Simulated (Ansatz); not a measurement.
Reference: PdCu (Pm-3m), PBEsol, DFPT electron-phonon coupling, linearised Boltzmann equation (plane waves, PAW, scalar-relativistic; Ansatz, a program for electronic structure); geometry: relaxed with this functional, without spin-orbit coupling.

```xyz
2
Lattice="2.9617 0.0000 0.0000 0.0000 2.9617 0.0000 0.0000 0.0000 2.9617" Properties=species:S:1:pos:R:3 pbc="T T T"
Cu     0.0000     0.0000     0.0000
Pd     1.4809     1.4809     1.4809
```

The resistivity at 300 K comes out as 4.6 μΩ·cm.

### Question
Swap Cu for Sc, keeping the structure type. How do these values move?

### Answer
ScPd (Pm-3m): volume per atom 13.0 to 17.5 Å³; resistivity at 300 K rises (4.6 μΩ·cm to 11.9 μΩ·cm).

### Question
Swap Pd for Sc, keeping the structure type. How do these values move?

### Answer
ScCu (Pm-3m): volume per atom 13.0 to 16.5 Å³; resistivity at 300 K rises (4.6 μΩ·cm to 22 μΩ·cm).

### Question
Swap Cu for Lu, keeping the structure type. How do these values move?

### Answer
LuPd (Pm-3m): volume per atom 13.0 to 19.5 Å³; resistivity at 300 K rises (4.6 μΩ·cm to 8.3 μΩ·cm).

Moves up to 6 % count as about the same. Metals; harmonic phonons alone scatter; means over directions. Halving the electron mesh moves these values by up to 4 %; q meshes are mostly untested. Spin-orbit coupling is left out.

Formula and space group known from diffraction (Crystallography Open Database), not checked to be the room-temperature form: LuPd (Pm-3m), PdCu (Pm-3m), ScCu (Pm-3m), ScPd (Pm-3m). The missing spin-orbit coupling matters most for LuPd (Pm-3m).
